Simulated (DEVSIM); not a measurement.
Device: Al0.2Ga0.8As/GaAs n-p heterojunction, at 400 K.

| layer (left to right) | material | thickness (μm) | Nd (cm⁻³) | Na (cm⁻³) | τn (s) | τp (s) |
|---|---|---|---|---|---|---|
| 1 | Al0.2Ga0.8As | 0.550 | 1.2e16 | - | 1.4e-8 | 1.4e-8 |
| 2 | GaAs | 0.140 | - | 1.5e16 | 1.4e-8 | 1.4e-8 |

Left contact: ohmic. Right contact: ohmic. Voltage is applied to the left contact. Recombination: SRH at mid-gap, radiative. Mobility is μmin + (μ − μmin)/(1 + (N/Nref)^α).

This is a model device: material constants are rounded textbook-type values typed into the input, and sizes, dopings and lifetimes were drawn at random. Values at 300 K; Nc and Nv go as T^1.5, mobilities as T to minus their exponent, the gap by Varshni's rule with the affinity fixed.

```csv
parameter,Al0.2Ga0.8As,GaAs
gap (eV),1.6734,1.424
affinity (eV),3.912,4.07
permittivity,12.33,12.9
Nc (cm⁻³),6.04e17,4.7e17
Nv (cm⁻³),9e18,9e18
μn (cm²/Vs),4980,8500
μp (cm²/Vs),250,400
"μn,min",500,500
"μp,min",20,20
"Nref,n",6e16,6e16
"Nref,p",1.5e17,1.5e17
αn,0.39,0.39
αp,0.38,0.38
T exponent of μn,2.1,2.1
T exponent of μp,2.2,2.2
B (cm³/s),2e-10,2e-10
Varshni α (eV/K),0.000541,0.000541
Varshni β (K),204,204
```

Model (solved in DEVSIM): 1D drift-diffusion, Boltzmann statistics, complete ionisation; no tunnelling, impact ionisation, image-force lowering or self-heating. Band offsets follow the typed affinities; no thermionic-emission limit at abrupt steps, no polarisation charge.

The temperature was swept, all else fixed.

```csv
temperature (K),largest field in the device at zero bias (V/cm),dark forward voltage at 1 A/cm² (V),potential step across the device at zero bias (V),dark forward voltage at 100 A/cm² (V)
250,55000,0.999,1.394,1.127
300,53000,0.876,1.315,1.022
350,51000,0.751,1.234,0.918
400,48000,0.625,1.150,0.812
450,46000,0.497,1.064,0.706
500,44000,0.368,0.976,0.599
```

From the first row to the last the largest field in the device at zero bias goes from 55000 to 44000. From the first row to the last the dark forward voltage at 1 A/cm² goes from 0.999 to 0.368.
